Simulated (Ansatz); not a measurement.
Take GaN in the zinc blende structure (space group F-43m, No. 216; a = 4.498 Å) as the base. Axes: x, y, z lie along the cube axes.

It is then changed as follows: uniaxial stress, 5 GPa tension along x, with the cell and atoms free to relax against it.

The values are results of DFT with PBEsol, PAW potentials and a 420 eV plane-wave cutoff in Ansatz (a program for electronic structure), no spin-orbit coupling, not measurements.

Q: Give the band edges at the high-symmetry points of the new zone, measured from its valence-band maximum.

A: 
```
point  valence edge (eV)  conduction edge (eV)
-----  -----------------  --------------------
Γ                   0.00                  1.58
X                  -2.87                  3.09
P                  -3.73                  5.87
N                  -0.89                  4.44
M                  -2.59                  3.33
S                  -1.99                  5.21
S₀                 -1.99                  5.21
R                  -3.74                  6.05
G                  -3.74                  6.05
```

The gap is 1.58 eV, direct at Γ.

Load acts through the strain it causes; cell and atoms are relaxed under it. Stability under load was not tested beyond the relaxation. This is not the structure that GaN has at room temperature and ambient pressure. Labels are those of the standard path for the cell's own space group.
